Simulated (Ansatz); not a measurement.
This Ansatz (an electronic-structure program) input is the reference run, InP in the zinc blende structure (space group F-43m, No. 216), computed with Ansatz PBEsol, spin-orbit coupling left out:

Ansatz 0.2 input:
```yaml
crystal:
  lattice:
    - [0, 2.9392172977, 2.9392172977]
    - [2.9392172977, 0, 2.9392172977]
    - [2.9392172977, 2.9392172977, 0]
  atoms:
    - { symbol: In, position: [0, 0, 0] }
    - { symbol: P, position: [0.25, 0.25, 0.25] }
basis: { ecutwfc: 420, ecutrho_ratio: 4, xc_grid: 2, fft_grid_basis: typed }
kpoints: { mp_grid: { grid: [10, 10, 10] } }
hamiltonian:
  xc: pbesol
  dispersion: none
  pseudopotentials: { kind: paw }
scf: { occupations: { method: fermi_dirac, width: 0.05 }, convergence: { dr2_threshold: 0.0000000002 } }
output: { forces: true, stress: true }
checkpoint: { write: state.ck, write_every: 1000 }
```

Question: Write the input for this change: biaxial strain −2.08 %, plane normal [111], relaxed out of plane (Cartesian); in-plane vectors clamped, the third vector and the atoms free.

Answer: 
Ansatz 0.2 input:
```yaml
crystal:
  lattice:
    - [4.0702220011, 0, 0]
    - [2.0351110005, 3.524915652, 0]
    - [2.0351110005, -1.174971884, 3.4292125203]
  atoms:
    - { symbol: In, position: [0, 0, 0] }
    - { symbol: P, position: [0.5, 0.25, 0.75] }
basis: { ecutwfc: 420, ecutrho_ratio: 4, xc_grid: 2, fft_grid_basis: typed }
kpoints: { mp_grid: { grid: [10, 10, 10] } }
hamiltonian:
  xc: pbesol
  dispersion: none
  pseudopotentials: { kind: paw }
scf: { occupations: { method: fermi_dirac, width: 0.05 } }
relax: { f_tol: 0.005, max_steps: 50, cell: { stress_tol: 0.01, fix: [a, b, gamma] } }
output: { forces: true, stress: true }
checkpoint: { write: state.ck, write_every: 1000 }
```
This is the input that was run; other choices of cell and start would serve too.

Stability against distortions was not tested.
